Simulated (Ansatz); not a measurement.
The starting structures come from a database of crystals and need not be the phases stable at ambient conditions.

 Where the default PAW files enter, the runs use the earlier of Ansatz's two default sets.

Consider the following.

```
KF2H
1.0
    5.67879     0.00000     0.00000
    0.00000     6.80772     0.00000
    2.83940     3.40386     2.83940
K H F
2 2 4
Direct
  0.00000   0.25000   0.00000
  0.00000   0.75000   0.00000
  0.50000   0.00000   0.00000
  0.50000   0.50000   0.00000
  0.78580   0.14290   0.71420
  0.21420   0.85710   0.28580
  0.50000   0.35710   0.28580
  0.50000   0.64290   0.71420
```

Space group of this cell: I4/mcm. The cell was relaxed by PBE-D3(BJ); by r2SCAN its mean pressure is -1.4 GPa.

Transport runs along the normal of the first two printed cell vectors, the (100) plane of the conventional cell.

The gap is the functional's own. No spin-orbit coupling. Mid-gap values are interpolated on the energy grid.

Task: Compute, with Ansatz (a program for electronic structure) with r2SCAN, the band gap and the smallest decay constant κ at mid-gap.

Result: Gap 7.84 eV on a 10×10×10 mesh; κ = 0.598 1/Å, at the zone centre.
